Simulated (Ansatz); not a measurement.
Results of r²SCAN-D4 (Ansatz, a program for electronic structure, plane waves, PAW) for L1₂ (Cu3Au-type) Ni3Si.

Run with plane-wave cutoff 500 eV, 12×12×12 k mesh, Fermi–Dirac smearing 0.05 eV, no spin polarisation, scalar-relativistic PAW data made under PBE.

Computed at the level's own relaxed cell.

**Question.** Estimate the volume per atom and lattice parameter a that the calculation returns.

**Answer.** 
- volume per atom = 10.30 Å³/atom
- lattice parameter a = 3.454 Å

Measured, for comparison: equilibrium volume per atom 10.81 Å³/atom, lattice constant a 3.510 Å (temperature not stated, no zero-point or thermal correction; as tabulated in Metallic Nickel Silicides: Experiments and Theory for NiSi and First Principles …). Computed (rounded) less measured: equilibrium volume per atom -4.7 %, lattice constant a -1.6 %. A static lattice is as a rule a little smaller and stiffer than an uncorrected measurement, which narrows the difference in the lattice constant a and would widen misses of the other sign.

Computed values are for the static lattice.
